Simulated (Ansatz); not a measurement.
Start from BaHfO3 in the cubic perovskite structure (space group Pm-3m, No. 221; a = 4.157 Å).

Perturbation: an isotropic linear strain of −2.20 %, atoms relaxed at fixed cell.

Levels (all Ansatz, an electronic-structure program, PAW): PBEsol (420 eV, no SOC); r2SCAN (500 eV, spin-orbit coupling left out); HSE06 (420 eV, scalar-relativistic without spin-orbit coupling).

At the geometry relaxed with PBEsol, these levels gave the following band gaps, in shuffled order: (a) 3.66 eV, (b) 5.35 eV, (c) 4.35 eV.

**Question.** Match each gap to its level.

**Answer.** (a) PBEsol; (b) HSE06; (c) r2SCAN.

Single points use the geometry relaxed with PBEsol. Spin-orbit coupling, missing from the scalar runs, can matter with Hf. Stability against distortions was not tested.
